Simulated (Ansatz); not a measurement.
Density of states of ZnS (F-43m) below the valence band maximum, PBE with spin-orbit coupling, rigid bands run with Ansatz (a program for electronic structure); cell volume 38.4 Å³.

(energy from edge (eV), 10⁻³ states/eV/cell): (0.006, 29.8); (0.031, 90.0); (0.056, 156); (0.081, 213); (0.106, 256); (0.131, 292); (0.156, 327); (0.181, 358); (0.206, 388); (0.231, 417); (0.256, 446); (0.281, 473); (0.319, 515); (0.344, 543); (0.369, 570); (0.394, 597); (0.419, 625); (0.444, 652); (0.469, 681); (0.494, 710); (0.519, 740); (0.544, 771); (0.569, 801); (0.594, 834)

Task: What effective density of states at 300 K does this give (∫ g(E) exp(−E/k_BT) dE, both spins, divided by the cell's size)?

Result: 5.2e19 cm⁻³, a density-of-states mass of 1.62 mₑ, valleys and band degeneracy included.

Geometry: cell and atoms relaxed with PBEsol.
